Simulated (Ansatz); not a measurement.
Base system: InAs in the zinc blende structure (space group F-43m, No. 216).

Space group F-43m (No. 216); a = b = c = 6.0873 Å, α = β = γ = 90.00°

```
atom  site  symmetry       x       y       z
----  ----  --------  ------  ------  ------
In      4a      -43m  0.0000  0.0000  0.0000
As      4d      -43m  0.7500  0.7500  0.7500
```
(The calculation used a cell of 2 atoms; values per cell refer to that cell.)

All numbers come from DFT with PBEsol, PAW potentials and a 420 eV plane-wave cutoff in Ansatz (a first-principles code), no spin-orbit coupling.

Before the change:

```
Property   Result
--------  -------
Pressure  0.0 GPa
```

Modification: the cell is scaled by 0.9800 in all directions, atoms relaxed at fixed cell.

**Question.** What does the calculation give for the energy relative to the base after the change?

**Answer.** The energy goes up by 19 meV/atom.

**Question.** Predict the new pressure.

**Answer.** The pressure goes from zero to 3.9 GPa.

The mesh was chosen for an insulator and is coarse for the gapless case. The cells carry an imposed strain or load. No phonon test of stability was made. All final runs are without spin polarisation.
